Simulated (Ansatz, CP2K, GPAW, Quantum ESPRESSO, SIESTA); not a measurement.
**Sr2MoO4 (I4/mmm, 7 atoms in the cell) computed with different codes at matched settings**

Self-consistent single point.

```yaml
crystal:
  lattice:
    - [-1.94678, 1.94678, 6.48370]
    - [1.94678, -1.94678, 6.48370]
    - [1.94678, 1.94678, -6.48370]
  atoms:
    - { symbol: Sr, position: [0.35106, 0.35106, 0.00000] }
    - { symbol: Sr, position: [0.64894, 0.64894, 0.00000] }
    - { symbol: Mo, position: [0.00000, 0.00000, 0.00000] }
    - { symbol: O, position: [0.50000, 0.00000, 0.50000] }
    - { symbol: O, position: [0.00000, 0.50000, 0.50000] }
    - { symbol: O, position: [0.83682, 0.83682, 0.00000] }
    - { symbol: O, position: [0.16318, 0.16318, 0.00000] }
```

All programs got the same cell, k-point mesh and kind of occupations (in Ansatz's words: kpoints.mp_grid.grid = 7 7 7; scf.occupations.method = gaussian; scf.occupations.width = 0.05 eV); potentials, basis and cutoffs are each program's usual ones.

```csv
code,model,pressure (GPa),largest force (eV/Å),k-points,cutoff
CP2K,"PBEsol, GPW, DZVP-MOLOPT-SR-GTH basis, GTH-PBE potentials (GTH_POTENTIALS)",-1.21,0.079,172,grid 500 Ry
Ansatz,"PBEsol, PAW files made with PBE",-3.26,0.079,40,default
Quantum ESPRESSO,"PBEsol, GBRV 1.5 ultrasoft (PBESOL) pseudopotentials",-2.96,0.079,40,40 Ry
GPAW,"PBEsol, GPAW PAW datasets PBEsol (made by gpaw-setup)",–,0.064,40,900 eV
SIESTA,"GGA PBEsol, numerical atomic orbitals TZP, PseudoDojo PBEsol standard norm-conserving potentials (rewritten from UPF to PSML)",0.76,0.582,172,grid 300 Ry
```

Size of the force on each atom (eV/Å): Sizes of forces hide their directions.

```csv
code,Sr1,Sr2,Mo3,O4,O5,O6,O7
CP2K,0.073,0.073,0.000,0.000,0.000,0.079,0.079
Ansatz,0.079,0.079,0.000,0.000,0.000,0.001,0.001
Quantum ESPRESSO,0.079,0.079,0.000,0.000,0.000,0.004,0.004
GPAW,0.064,0.064,0.000,0.000,0.000,0.058,0.058
SIESTA,0.582,0.582,0.000,0.000,0.000,0.104,0.104
```

A dash marks a value that a program does not give, or that is left out as unsure.

The spread over the programs that give each value: pressure within 4.02 GPa; largest force within 0.518 eV/Å.

The starting cell comes from a database of computed structures (which also holds hypothetical and non-ambient phases and stackings), without a prior relaxation at this level. On Ansatz's run: Spin polarisation is off.

### Question
Why do the programs differ, and what cannot be compared?

### Answer
Differences of this kind can come from the potentials, where these differ, and from what each basis and cutoff leave unconverged. The zero of total energies and Fermi levels follows the potentials and each program's conventions, so they are not compared here. CP2K and SIESTA use small atom-centred bases, whose incompleteness enters pressures, forces and empty levels differently from a plane-wave cutoff. Ansatz's pressure is given at a fixed set of plane waves, as the other plane-wave codes print theirs; with its correction for the finite basis it is -2.96 GPa (the shift of 0.30 GPa shows how far the cutoff is from converged). The pressure of GPAW is left out: its cutoff lies under the one at which its stress was checked. The programs reduce the same mesh by symmetry to different extents, which changes the work and not the result. In the pressure, CP2K (by 1.89) and SIESTA (by 3.87) lie more than 1 GPa from the median of the plane-wave programs. In the force vectors, SIESTA (by 0.661) lies more than 0.08 eV/Å from the median of the plane-wave programs.

Left out of this page: ABINIT and FLEUR (stopped by limits of time or memory).

Ansatz is a program for electronic structure.

Keys are those of Ansatz 0.2.
